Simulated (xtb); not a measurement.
xtb 6.7.1, GFN2-xTB: Ta(O)(OMe)(Me)2 (C[O][Ta]([CH3])([CH3])=[O]), 15 atoms. The geometry is a generated start, not checked to be a minimum at this level.

```json
{
 "run_flags": "--grad",
 "method": "GFN2-xTB",
 "--acc": "1 (default)",
 "--etemp (K)": "300 (default)",
 "basis_functions": "39",
 "valence_electrons": "38"
}
```

```xyz
15

Ta     0.5068     0.5987     0.2331
O      1.5237     1.8615     0.7519
O      0.7477    -0.9096    -0.7405
C      1.1837    -1.9777    -1.4895
H      2.0184    -2.4830    -0.9860
H      0.3692    -2.6999    -1.6283
H      1.5229    -1.6397    -2.4773
C     -1.1833     1.7937    -0.7727
H     -0.9885     2.8647    -0.7977
H     -2.1257     1.6395    -0.2404
H     -1.3262     1.4585    -1.8012
C     -0.4346    -0.0404     2.2339
H      0.0910     0.3667     3.0963
H     -0.4316    -1.1278     2.3252
H     -1.4734     0.2947     2.2932
```

Charge 0 and multiplicity 1 are set for this test and not shown to be the ground state.

One run each on 1 thread. Values of broydamp tried: 0.02, 0.05, 0.1, 0.2, 0.4 (default), 0.6, 0.8, 1.

Task: Predict the course of the SCC iterations along this series.

Result: Fewest SCC iterations, within one of each other: 0.2 with 14, 0.4 (default) with 15, 0.6 with 15. The count rises to 23 at 0.02. All converge to one solution.

```
broydamp       SCC iterations            end
-------------  --------------  -------------
0.02                       23  same solution
0.05                       20  same solution
0.1                        18  same solution
0.2                        14  same solution
0.4 (default)              15  same solution
0.6                        15  same solution
0.8                        16  same solution
1                          17  same solution
```
